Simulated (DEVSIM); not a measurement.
Structure: Ru/SiON/p-Si capacitor, at 300 K.

```tsv
layer (left to right)	material	thickness (nm)	Na (cm⁻³)
1	SiON	22.0	-
2	Si	2000	1.7e16
```

Metal gate on the left, work function 4.7 eV. Fixed charge at the semiconductor interface 1.3e11 cm⁻² (in units of +e); no interface traps.

Constants are typed, rounded textbook-type inputs, not results; the design itself was drawn at random and stands for no fabricated device. Values at 300 K.

```tsv
parameter	SiON	Si
gap (eV)	7	1.124
affinity (eV)	1.4	4.05
permittivity	5.5	11.7
Nc (cm⁻³)	-	2.86e19
Nv (cm⁻³)	-	3.1e19
```

DEVSIM, 1D Poisson equation in equilibrium, Boltzmann statistics, complete ionisation; no quantum confinement or tunnelling. Metal contacts follow the ideal Schottky-Mott rule: no Fermi-level pinning, no interface dipoles.

### Question
Tabulate band edges, carrier densities and field at 0.4 V on the gate.

### Answer
Energies count from the Fermi level of the right contact; mesh points crowd at the junctions.

```json
[
 {"x (μm)": "0.000", "Ec (eV)": "2.900", "Ev (eV)": "-4.100", "n (cm⁻³)": "< 1e2", "p (cm⁻³)": "< 1e2", "field (V/cm)": "67000"},
 {"x (μm)": "0.001390", "Ec (eV)": "2.909", "Ev (eV)": "-4.091", "n (cm⁻³)": "< 1e2", "p (cm⁻³)": "< 1e2", "field (V/cm)": "67000"},
 {"x (μm)": "0.004262", "Ec (eV)": "2.929", "Ev (eV)": "-4.071", "n (cm⁻³)": "< 1e2", "p (cm⁻³)": "< 1e2", "field (V/cm)": "67000"},
 {"x (μm)": "0.01020", "Ec (eV)": "2.968", "Ev (eV)": "-4.032", "n (cm⁻³)": "< 1e2", "p (cm⁻³)": "< 1e2", "field (V/cm)": "67000"},
 {"x (μm)": "0.01819", "Ec (eV)": "3.022", "Ev (eV)": "-3.978", "n (cm⁻³)": "< 1e2", "p (cm⁻³)": "< 1e2", "field (V/cm)": "67000"},
 {"x (μm)": "0.02083", "Ec (eV)": "3.040", "Ev (eV)": "-3.960", "n (cm⁻³)": "< 1e2", "p (cm⁻³)": "< 1e2", "field (V/cm)": "67000"},
 {"x (μm)": "0.02204", "Ec (eV)": "0.398", "Ev (eV)": "-0.726", "n (cm⁻³)": "6.0e12", "p (cm⁻³)": "1.9e7", "field (V/cm)": "52000"},
 {"x (μm)": "0.02439", "Ec (eV)": "0.410", "Ev (eV)": "-0.714", "n (cm⁻³)": "3.7e12", "p (cm⁻³)": "3.1e7", "field (V/cm)": "51000"},
 {"x (μm)": "0.02884", "Ec (eV)": "0.432", "Ev (eV)": "-0.692", "n (cm⁻³)": "1.6e12", "p (cm⁻³)": "7.4e7", "field (V/cm)": "50000"},
 {"x (μm)": "0.03887", "Ec (eV)": "0.481", "Ev (eV)": "-0.643", "n (cm⁻³)": "2.4e11", "p (cm⁻³)": "4.9e8", "field (V/cm)": "47000"},
 {"x (μm)": "0.06149", "Ec (eV)": "0.581", "Ev (eV)": "-0.543", "n (cm⁻³)": "5.0e9", "p (cm⁻³)": "2.3e10", "field (V/cm)": "41000"},
 {"x (μm)": "0.1410", "Ec (eV)": "0.826", "Ev (eV)": "-0.298", "n (cm⁻³)": "390000", "p (cm⁻³)": "3.0e14", "field (V/cm)": "20000"},
 {"x (μm)": "0.2916", "Ec (eV)": "0.928", "Ev (eV)": "-0.196", "n (cm⁻³)": "7300", "p (cm⁻³)": "1.6e16", "field (V/cm)": "520"},
 {"x (μm)": "0.6312", "Ec (eV)": "0.930", "Ev (eV)": "-0.194", "n (cm⁻³)": "6800", "p (cm⁻³)": "1.7e16", "field (V/cm)": "≈ 0"},
 {"x (μm)": "1.460", "Ec (eV)": "0.930", "Ev (eV)": "-0.194", "n (cm⁻³)": "6800", "p (cm⁻³)": "1.7e16", "field (V/cm)": "≈ 0"},
 {"x (μm)": "1.773", "Ec (eV)": "0.930", "Ev (eV)": "-0.194", "n (cm⁻³)": "6800", "p (cm⁻³)": "1.7e16", "field (V/cm)": "≈ 0"},
 {"x (μm)": "1.909", "Ec (eV)": "0.930", "Ev (eV)": "-0.194", "n (cm⁻³)": "6800", "p (cm⁻³)": "1.7e16", "field (V/cm)": "≈ 0"},
 {"x (μm)": "1.972", "Ec (eV)": "0.930", "Ev (eV)": "-0.194", "n (cm⁻³)": "6800", "p (cm⁻³)": "1.7e16", "field (V/cm)": "≈ 0"},
 {"x (μm)": "2.006", "Ec (eV)": "0.930", "Ev (eV)": "-0.194", "n (cm⁻³)": "6800", "p (cm⁻³)": "1.7e16", "field (V/cm)": "≈ 0"},
 {"x (μm)": "2.015", "Ec (eV)": "0.930", "Ev (eV)": "-0.194", "n (cm⁻³)": "6800", "p (cm⁻³)": "1.7e16", "field (V/cm)": "≈ 0"},
 {"x (μm)": "2.020", "Ec (eV)": "0.930", "Ev (eV)": "-0.194", "n (cm⁻³)": "6800", "p (cm⁻³)": "1.7e16", "field (V/cm)": "≈ 0"},
 {"x (μm)": "2.022", "Ec (eV)": "0.930", "Ev (eV)": "-0.194", "n (cm⁻³)": "6800", "p (cm⁻³)": "1.7e16", "field (V/cm)": "≈ 0"}
]
```
